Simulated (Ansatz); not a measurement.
Take ZnF₂ in the rutile structure (space group P4_2/mnm, No. 136; a = 4.7173 Å, c = 3.1285 Å) as the base.

The values are results of plane-wave PAW DFT at the PBEsol level (Ansatz, a program for electronic structure, 420 eV), no SOC, not measurements.

One change was made to it. Results:

The electron mass becomes 0.41 mₑ along c, 0.44 mₑ across (at Γ) (base: 0.40 mₑ along c, 0.44 mₑ across (at Γ)); the band gap increases by 0.05 eV (3.45 eV → 3.50 eV); the lattice parameter a falls by 0.134 Å (4.717 Å → 4.583 Å); the c/a ratio rises by 0.012 (0.663 → 0.675); the valence-band top at Γ (three highest levels, from the VBM) becomes 0.00, -0.48, -0.48 eV (base: 0.00, -0.30, -0.30 eV).

Task: Which of these changes matches the shifts?
A) pressure −2 GPa
B) pressure 9 GPa
C) pressure 2.1 GPa
D) pressure 4.5 GPa

Result: B, pressure 9 GPa. For comparison, the valence-band top at Γ in the other runs: pressure 2.1 GPa gives 0.00, -0.35, -0.35 eV; pressure 4.5 GPa gives 0.00, -0.40, -0.40 eV; pressure −2 GPa gives 0.00, -0.24, -0.24 eV.

Load acts through the strain it causes; cell and atoms are relaxed under it. Effective masses come from finite differences of ±0.01 Å⁻¹. No phonon test of stability was made. Competing high-pressure phases were not computed.
